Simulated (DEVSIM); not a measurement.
System: abrupt Si p-n junction, at 300 K.

| layer (left to right) | material | thickness (μm) | Nd (cm⁻³) | Na (cm⁻³) | τn (s) | τp (s) |
|---|---|---|---|---|---|---|
| 1 | Si | 0.520 | - | 3.3e18 | 0.00079 | 0.00079 |
| 2 | Si | 29.0 | 2.8e17 | - | 0.00079 | 0.00079 |

Left contact: ohmic. Right contact: ohmic. Voltage is applied to the left contact. Recombination: SRH at mid-gap, radiative. Mobility is constant in doping.

Constants are typed, rounded textbook-type inputs, not results; the design itself was drawn at random and stands for no fabricated device. Values at 300 K.

```
parameter           Si
-------------  -------
gap (eV)         1.124
affinity (eV)     4.05
permittivity      11.7
Nc (cm⁻³)      2.86e19
Nv (cm⁻³)       3.1e19
μn (cm²/Vs)       1417
μp (cm²/Vs)        470
B (cm³/s)      4.7e-15
```

Model (solved in DEVSIM): 1D drift-diffusion, Boltzmann statistics, complete ionisation; no tunnelling, impact ionisation, image-force lowering or self-heating.

Question: Tabulate band edges, carrier densities and field at 0.9 V on the left contact.

Answer: Energies count from the Fermi level of the right contact; mesh points crowd at the junctions.

```csv
x (μm),Ec (eV),Ev (eV),n (cm⁻³),p (cm⁻³),field (V/cm)
0.000,0.166,-0.958,< 1e2,3.3e18,≈ 0
0.02705,0.166,-0.958,4.9e14,3.3e18,≈ 0
0.08572,0.166,-0.958,1.6e15,3.3e18,≈ 0
0.2001,0.166,-0.958,3.6e15,3.3e18,≈ 0
0.4046,0.166,-0.958,7.3e15,3.3e18,≈ 0
0.4762,0.166,-0.958,8.6e15,3.3e18,≈ 0
0.5130,0.165,-0.959,9.9e15,3.1e18,-7300
0.5481,0.072,-1.052,3.5e17,8.8e16,-1200
0.6091,0.072,-1.052,3.7e17,8.5e16,14
0.7413,0.072,-1.052,3.6e17,8.5e16,14
1.050,0.072,-1.052,3.6e17,8.4e16,14
2.095,0.074,-1.050,3.6e17,8.3e16,14
3.965,0.076,-1.048,3.6e17,8.0e16,14
8.021,0.082,-1.042,3.5e17,7.2e16,15
19.48,0.100,-1.024,3.2e17,4.4e16,17
25.09,0.110,-1.014,3.0e17,2.3e16,19
27.49,0.115,-1.009,2.9e17,1.1e16,21
28.64,0.118,-1.006,2.9e17,5.2e15,22
29.22,0.119,-1.005,2.8e17,1.8e15,22
29.40,0.119,-1.005,2.8e17,7.3e14,22
29.48,0.120,-1.004,2.8e17,2.6e14,22
29.52,0.120,-1.004,2.8e17,420,22
```
